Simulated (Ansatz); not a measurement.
Take Ta3Sn in the A15 (Cr3Si type) structure (space group Pm-3n, No. 223; a = 5.261 Å) as the base.

All numbers come from PBEsol/PAW in Ansatz (a quantum-chemistry and plane-wave program), scalar-relativistic without spin-orbit coupling.

One change was made to it. Results:

```csv
quantity,base,after
shortest interatomic distance,2.630 Å,2.450 Å
band gap,zero,zero
```

Task: Which change produced these results?
A) Ta → Nb
B) Sn → C
C) Sn → Cd

Result: B, Sn → C. For comparison, the shortest interatomic distance in the other runs: Sn → Cd gives 2.617 Å; Ta → Nb gives 2.629 Å.

No phonon test of stability was made. As relaxed here, Ta3C and Ta3Cd are hypothetical phases, not in the database extracts checked. The final runs are not spin-polarised. Ta3Cd has a high density of states at the Fermi level and may be magnetic at this level.
